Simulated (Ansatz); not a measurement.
InP: response to strain

Consider InP in the zinc blende structure (space group F-43m, No. 216; a = 5.907 Å). Axes: x, y, z lie along the cube axes.

Strains are applied to the cell and any free atomic positions relax; under biaxial strain the out-of-plane vector relaxes too.

The values are results of Ansatz (a quantum-chemistry and plane-wave program) r2SCAN, no SOC, earlier PAW set, not measurements.

Candidates:
(a) biaxial strain −1.70 %, plane normal [111], relaxed out of plane
(b) tensor shear ε_xz = +1.42 %
(c) biaxial strain −2.22 %, plane normal [001], relaxed out of plane
(d) isotropic strain +0.69 %

Notes on the quantities. energy relative to the base: free energy F.

Q: Order them by energy relative to the base, lowest first.

A: (d) isotropic strain +0.69 % (+2.3 meV/atom), (b) tensor shear ε_xz = +1.42 % (+3.0 meV/atom), (a) biaxial strain −1.70 %, plane normal [111], relaxed out of plane (+7.0 meV/atom), (c) biaxial strain −2.22 %, plane normal [001], relaxed out of plane (+7.8 meV/atom)

Stability against distortions was not tested.
